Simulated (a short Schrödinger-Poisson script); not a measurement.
Stack: gated Al0.4Ga0.6N/GaN polarisation-induced gas, at 20 K.

```csv
layer,material,thickness (nm),Na (cm⁻³)
1,Al0.4Ga0.6N,10,-
2,GaN,6000,1e15
```

The device is made up for the run: typed textbook-type constants, with dimensions and the other settings drawn at random. Al0.4Ga0.6N: permittivity 9.26, conduction-band edge (eV) 0.58, gap (eV) 4.258, electron mass (mₑ) 0.248, Nv at 300 K (cm⁻³) 4.6e19. GaN: permittivity 9.5, conduction-band edge (eV) 0, gap (eV) 3.43, Nv at 300 K (cm⁻³) 4.6e19.

Channel valleys (confinement mass, in-plane density-of-states mass, number): Γ 0.2, 0.2, 1. At the gate the conduction-band edge of layer 1 lies 1.36 eV − eVg above the Fermi level of the channel; the field vanishes at the back. Sheet of polarisation charge: +2e13 e/cm² at 10 nm from the gate. The barrier under the gate holds no holes. Gaps are held at their typed values at every temperature. Mesh 0.08 nm at interfaces.

Solved with a short Schrödinger-Poisson script written for these runs: 1D Poisson equation in equilibrium, electrons quantum, Hartree (BenDaniel-Duke, 40 states a valley, the channel's in-plane mass for all, wave functions free to enter the barrier), parabolic valleys, classical holes, full ionisation, no traps, pinning or gate leakage.

The same stack at other levels of the model or other numerical settings:

```
run                                                                  sheet density of all electrons at Vg = 0.5 V (cm⁻²)  sheet density of all electrons at Vg = -2 V (cm⁻²)  capacitance at Vg = 0.5 V (μF/cm²)  centroid of the channel electrons at Vg = 0.5 V (nm)  rough cost against the base
-------------------------------------------------------------------  ---------------------------------------------------  --------------------------------------------------  ----------------------------------  ----------------------------------------------------  ---------------------------
base                                                                                                             1.59e13                                             4.42e12                               0.756                                                  1.65                      about 1
electrons treated as classical, Boltzmann                                                                        1.81e13                                                 [?]                               0.813                                                  0.11                         0.02
electrons treated as classical, Fermi-Dirac                                                                      1.59e13                                             4.64e12                               0.734                                                  1.43                          0.1
electrons treated as quantum, Hartree plus LDA exchange-correlation                                              1.61e13                                             4.59e12                               0.760                                                   [?]                            2
mesh six times as coarse                                                                                         1.59e13                                             4.42e12                               0.757                                                  1.59                          0.3
one subband a valley                                                                                             1.58e13                                             4.42e12                               0.748                                                   [?]                          0.4
```

Q: What belongs in the gaps?

A: 
- electrons treated as quantum, Hartree plus LDA exchange-correlation, centroid of the channel electrons at Vg = 0.5 V (nm): 1.52
- electrons treated as classical, Boltzmann, sheet density of all electrons at Vg = -2 V (cm⁻²): 5.46e12
- one subband a valley, centroid of the channel electrons at Vg = 0.5 V (nm): 1.35

The classical rows ignore confinement, and Boltzmann statistics overrate the density once the band edge passes the Fermi level.
